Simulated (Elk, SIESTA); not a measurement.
A SIESTA input for a self-consistent single point of SrFe₂As₂ (I4/mmm, 5 atoms in the cell) (DFT, LDA PW92, numerical atomic orbitals DZP, PseudoDojo LDA standard norm-conserving potentials (rewritten from UPF to PSML)):

```
# files in the folder: Sr.psml Fe.psml As.psml (PseudoDojo LDA standard)
SystemName  Sr(FeAs)2
SystemLabel Sr(FeAs)2

NumberOfAtoms                5
NumberOfSpecies              3
%block ChemicalSpeciesLabel
  1 38 Sr
  2 26 Fe
  3 33 As
%endblock ChemicalSpeciesLabel
LatticeConstant              6.461661 Ang
%block LatticeVectors
    -0.303644063    0.303644063    0.903106028
     0.303644063   -0.303644063    0.903106028
     0.303644063    0.303644063   -0.903106028
%endblock LatticeVectors
AtomicCoordinatesFormat      Bohr
%block AtomicCoordinatesAndAtomicSpecies
     0.000000000    0.000000000    0.000000000  1
     3.707727694    0.000000000    5.513809816  2
    -0.000000000    3.707727694    5.513809816  2
     0.000000000   -0.000000000   14.313850283  3
     0.000000000   -0.000000000    7.741388982  3
%endblock AtomicCoordinatesAndAtomicSpecies

XC.functional                LDA
XC.authors                   PW92
PAO.BasisSize                DZP
PAO.EnergyShift              0.005 Ry
MeshCutoff                   300 Ry
%block kgrid.MonkhorstPack
    6   0   0  0.0
    0   6   0  0.0
    0   0   6  0.0
%endblock kgrid.MonkhorstPack
OccupationFunction           MP
OccupationMPOrder            0
ElectronicTemperature        2320.9 K

MaxSCFIterations             150
SCF.Mixer.Method             Pulay
SCF.Mixer.Weight             0.1
SCF.Mixer.History            8
SCF.DM.Tolerance             1.0E-04
Diag.ParallelOverK           true
WriteForces                  true
```

Question: Translate this input to Elk.

Answer: This is the input that was run; spellings and numerical settings could be chosen otherwise.

```
tasks
  0

xctype
  3

rgkmax
  7.5

gmaxvr
  14.0

nxoapwlo
  1

stype
  0

swidth
  0.00734986

avec
   -3.7077276942    3.7077276942   11.0276196325
    3.7077276942   -3.7077276942   11.0276196325
    3.7077276942    3.7077276942  -11.0276196325

sppath
  'species/'

atoms
  3   : nspecies
  'Sr.in'   : spfname
  1   : natoms; atposl, bfcmt below
  0.0000000000  0.0000000000  0.0000000000    0.0 0.0 0.0
  'Fe.in'   : spfname
  2   : natoms; atposl, bfcmt below
  0.2500000000  0.7500000000  0.5000000000    0.0 0.0 0.0
  0.7500000000  0.2500000000  0.5000000000    0.0 0.0 0.0
  'As.in'   : spfname
  2   : natoms; atposl, bfcmt below
  0.6490000000  0.6490000000  0.0000000000    0.0 0.0 0.0
  0.3510000000  0.3510000000  0.0000000000    0.0 0.0 0.0

ngridk
  6 6 6
```

Basis settings and potentials, where a program has them, do not carry over. This input uses DFT, LDA (PW92), all-electron FP-LAPW, Elk's shipped species files, LAPW+lo basis. LDA parametrisations can differ slightly between programs.

The starting cell comes from a database of computed structures (which also holds hypothetical and non-ambient phases and stackings), without a prior relaxation at this level.
